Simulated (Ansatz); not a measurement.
# What P on a S site, symmetric start does to ZnS

Base system: an 8-atom supercell of ZnS in the zinc blende structure (space group F-43m, No. 216; a = 5.443 Å) at its relaxed geometry.

Now apply this change: a neutral P on a S site, symmetric start, atoms relaxed at fixed cell.

Calculations: DFT with PBE, PAW potentials and a 420 eV plane-wave cutoff in Ansatz (a program for electronic structure), scalar-relativistic without spin-orbit coupling, earlier PAW set. Settings: 5×5×5 k-points, 0.01 eV Fermi–Dirac smearing.

```tsv
quantity	base	changed	shift
pressure	0.0 GPa	0.4 GPa	+0.4 GPa
energy gained by relaxation	–	0.01 eV	–
largest displacement of a host atom from its site in the perfect cell	–	0.02 Å	–
mean distance from the defect site to its nearest host atoms	2.36 Å	2.33 Å	-0.023 Å
```

Final structure:

```
CELL_PARAMETERS angstrom
     -5.44349     0.00000     0.00000
      0.00000     0.00000     5.44349
      0.00000     5.44349     0.00000
ATOMIC_POSITIONS crystal
  P  0.25000 0.75000 0.75000
  S  0.75000 0.75000 0.25000
  S  0.75000 0.25000 0.75000
  S  0.25000 0.25000 0.25000
  Zn 0.00245 0.99755 0.99755
  Zn 0.49755 0.99755 0.50245
  Zn 0.49755 0.50245 0.99755
  Zn 0.00245 0.50245 0.50245
```

Other magnetic orders, which the real material may have, were not ruled out. The cell is small, so the values are those of an ordered compound at a high defect concentration; dilute-limit values will differ. A case with no gap was solved on a k-mesh chosen for an insulator, which is coarse for it. The defect started on the symmetric site and kept its symmetry, so it may sit on a saddle. Starting moments died away, wholly or in part, for P on a S site; another magnetic solution may exist. The defect cell is spin-polarised and ends with 0.0 μB.
